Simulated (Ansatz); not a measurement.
An Ansatz (a program for electronic structure) input (DFT with r2SCAN, PAW potentials and a 500 eV plane-wave cutoff in Ansatz, no spin-orbit coupling):

Ansatz 0.2 input:
```yaml
crystal:
  lattice:
    - [0, 1.9682733104, 1.9682733104]
    - [1.9968279501, -0.0285546397, 1.9968279501]
    - [1.9968279501, 1.9968279501, -0.0285546397]
  atoms:
    - { symbol: Al, position: [0, 0, 0] }
basis: { ecutwfc: 500, ecutrho_ratio: 4, xc_grid: 4, fft_grid_basis: typed }
kpoints: { mp_grid: { grid: [28, 28, 28] } }
hamiltonian:
  xc: r2scan
  dispersion: none
  pseudopotentials: { kind: paw }
scf: { occupations: { method: fermi_dirac, width: 0.1 }, convergence: { dr2_threshold: 0.0000000001 } }
relax: { f_tol: 0.005, max_steps: 50 }
output: { forces: true, stress: true }
checkpoint: { write: state.ck, write_every: 1000 }
```

### Question
Which symmetry and how many k-points will the program report, and about how many plane waves at Γ?

### Answer
Space group Immm (ITA 71) with 8 operations, k-points 3060 of 21952, and 407 plane waves at Γ.

The cells carry an imposed strain or load. Whether these cells are dynamically stable was not tested. The cell was made from Al in the fcc (Cu type) structure (space group Fm-3m, No. 225) by this change: tensor shear ε_yz = −1.43 %.
